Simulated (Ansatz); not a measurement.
The starting structures come from a database of crystals and need not be the phases stable at ambient conditions.

By PBEsol, the system below comes out a metal.

The ballistic (Sharvin) conductance counts the channels at the Fermi level: G/A = (e²/h) × channels of both spins per area.

```yaml
crystal:
  lattice:
    - [3.09513, 0.00000, 0.00000]
    - [0.00000, 3.16181, 0.00000]
    - [0.00000, 1.58091, 4.24111]
  atoms:
    - { symbol: B, position: [0.75000, 0.56102, 0.87796] }
    - { symbol: B, position: [0.25000, 0.43898, 0.12204] }
    - { symbol: W, position: [0.75000, 0.85539, 0.28922] }
    - { symbol: W, position: [0.25000, 0.14461, 0.71078] }
```

Space group of this cell: Cmcm. The cell is taken as given; by PBEsol its mean pressure is -3.8 GPa.

The current flows along the normal of the first two printed cell vectors. No spin-orbit coupling; the value is a mean over 0.1 eV about the Fermi level.

Problem. Estimate the ballistic conductance per area that Ansatz (a quantum-chemistry and plane-wave program) with PBEsol returns for this system.

Solution. 0.99 × 10¹⁵ S/m² for both spins.
